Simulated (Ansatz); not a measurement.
The parent structure is BiTe (space group P-3m1, No. 164; a = 4.422 Å, c = 23.929 Å). Axes: x lies along a and z along c of the hexagonal cell.

Method: Ansatz (a quantum-chemistry and plane-wave program) PBE-D3(BJ), no SOC.

For the base:

- Volume per atom: 33.78 Å³

Perturbation: biaxial strain −0.34 %, plane normal [001], relaxed out of plane (Cartesian); in-plane vectors clamped, the third vector and the atoms free.

What happens to the in-plane stress and volume per atom?

The mean in-plane stress (compression positive) is +0.2 GPa; the volume per atom shrinks by 0.11 Å³ (33.78 Å³ → 33.67 Å³).

Stability against distortions was not tested.
